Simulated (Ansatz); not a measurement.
Band structure of Ta2Si (I4/mcm, 6 atoms in the cell).

```
Ta2Si
1.0
   -3.08777     3.08777     2.52364
    3.08777    -3.08777     2.52364
    3.08777     3.08777    -2.52364
Ta Si
4 2
Direct
  0.66359   0.83641   0.50000
  0.33641   0.16359   0.50000
  0.83641   0.33641   0.17282
  0.16359   0.66359   0.82718
  0.25000   0.25000   0.00000
  0.75000   0.75000   0.00000
```

Method of the run: LDA (PW92), PAW files made with PBE (plane waves; Ansatz, an electronic-structure program).

Settings: basis.ecutwfc = 420 eV; kpoints.mp_grid.grid = 7 7 7; hamiltonian.xc = lda; hamiltonian.pseudopotentials = {kind: paw} (the program's default PAW files); scf.occupations.method = gaussian; scf.occupations.width = 0.1 eV; kpoints.band_path.npoints = 8.

The starting cell comes from a database of computed structures (which also holds hypothetical and non-ambient phases and stackings), without a prior relaxation at this level. Spin-orbit coupling is off. Spin polarisation is off.

Levels in eV from the Fermi level, bands 27 to 34:
```tsv
point	27	28	29	30	31	32	33	34
Γ	-2.41	-1.96	0.18	0.24	0.93	1.29	1.29	1.57
X	-1.86	-1.41	-0.17	0.02	0.10	0.65	1.32	1.78
M	-1.03	-0.99	-0.99	-0.97	-0.23	0.23	0.73	0.73
Z	-1.09	-0.93	-0.93	-0.68	-0.22	0.43	0.43	0.92
P	-1.87	-1.87	-1.06	-1.06	0.75	0.75	1.80	1.80
N	-1.92	-1.92	-1.00	-1.00	0.70	0.70	1.87	1.87
Z1	-1.09	-0.93	-0.93	-0.68	-0.22	0.43	0.43	0.92
```

Bands cross the Fermi level along this path, so the cell is metallic at this level.

Keys are those of Ansatz 0.2.
